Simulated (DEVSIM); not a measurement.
Device: abrupt Si n-p junction, at 350 K.

Layer 1 from the left is Si, thickness (μm) 4.40, Nd (cm⁻³) 3.7e15, τn (s) 5.8e-7, τp (s) 5.8e-7. Layer 2 from the left is Si, thickness (μm) 1.20, Na (cm⁻³) 6.4e17, τn (s) 5.8e-7, τp (s) 5.8e-7.

Left contact: ohmic. Right contact: ohmic. Voltage is applied to the left contact. Recombination: SRH at mid-gap, radiative. Mobility is μmin + (μ − μmin)/(1 + (N/Nref)^α).

Constants are typed, rounded textbook-type inputs, not results; the design itself was drawn at random and stands for no fabricated device. Values at 300 K; Nc and Nv go as T^1.5, mobilities as T to minus their exponent, the gap by Varshni's rule with the affinity fixed.

Si: gap (eV) 1.124, affinity (eV) 4.05, permittivity 11.7, Nc (cm⁻³) 2.86e19, Nv (cm⁻³) 3.1e19, μn (cm²/Vs) 1417, μp (cm²/Vs) 470, μn,min 52, μp,min 45, Nref,n 9.7e16, Nref,p 2.2e17, αn 0.68, αp 0.72, T exponent of μn 2.3, T exponent of μp 2.2, B (cm³/s) 4.7e-15, Varshni α (eV/K) 0.000473, Varshni β (K) 636.

Problem. Estimate by hand the built-in potential, the peak field at zero bias, the capacitance at 1.5 V, and compare with a numerical solution.

Solution. 
- Built-in potential: ni = √(Nc Nv) exp(−Eg/2kT) = 3.78e11 cm⁻³ with Eg = 1.111 eV; Vbi = kT/q ln(Na Nd/ni²) = 0.710 V; numerical 0.710 V.
- Peak field at zero bias: depletion approximation: W = √(2εVbi/(qN)) = 0.499 μm with N = 3.68e15 cm⁻³; field = 2Vbi/W = 28400 V/cm; numerical 51800 V/cm (estimate below by 45 %).
- Capacitance at 1.5 V: C = √(qεN / 2(Vbi + |V|)) = 11.8 nF/cm²; numerical 12.0 nF/cm² (estimate below by 2.0 %).

DEVSIM, 1D drift-diffusion, Boltzmann statistics, complete ionisation; no tunnelling, impact ionisation, image-force lowering or self-heating.
